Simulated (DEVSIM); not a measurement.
Device: Si p-i-n diode, at 300 K.

```tsv
layer (left to right)	material	thickness (μm)	Nd (cm⁻³)	Na (cm⁻³)	τn (s)	τp (s)
1	Si	0.270	-	1.4e18	0.00066	0.00066
2	Si	4.00	3.8e11	-	0.00066	0.00066
3	Si	0.610	9.5e18	-	0.00066	0.00066
```

Left contact: ohmic. Right contact: ohmic. Voltage is applied to the left contact. Recombination: SRH at mid-gap, Auger. Gap narrowing is on: ΔEg = 6.92 meV × (l + √(l² + 0.5)), l = ln(N/1.3e17 cm⁻³), shared equally by both band edges. Mobility is μmin + (μ − μmin)/(1 + (N/Nref)^α).

This is a model device: material constants are rounded textbook-type values typed into the input, and sizes, dopings and lifetimes were drawn at random. Values at 300 K.

| parameter | Si |
|---|---|
| gap (eV) | 1.124 |
| affinity (eV) | 4.05 |
| permittivity | 11.7 |
| Nc (cm⁻³) | 2.86e19 |
| Nv (cm⁻³) | 3.1e19 |
| μn (cm²/Vs) | 1417 |
| μp (cm²/Vs) | 470 |
| μn,min | 52 |
| μp,min | 45 |
| Nref,n | 9.7e16 |
| Nref,p | 2.2e17 |
| αn | 0.68 |
| αp | 0.72 |
| Cn (cm⁶/s) | 2.8e-31 |
| Cp (cm⁶/s) | 9.9e-32 |

Simulated with DEVSIM: 1D drift-diffusion, Boltzmann statistics, complete ionisation; no tunnelling, impact ionisation, image-force lowering or self-heating.

Base results: dark forward voltage at 1 A/cm² (V) 0.651; dark forward voltage at 100 A/cm² (V) 0.774.

Task: What follows from this one change: thickness of layer 1 0.27 → 0.095 μm?

Result: dark forward voltage at 1 A/cm² 0.651 → 0.625 V; dark forward voltage at 100 A/cm² 0.774 → 0.751 V.

Task: What follows from this one change: constant mobility in place of the doping-dependent one?

Result: dark forward voltage at 1 A/cm² 0.651 → 0.606 V; dark forward voltage at 100 A/cm² 0.774 → 0.735 V.
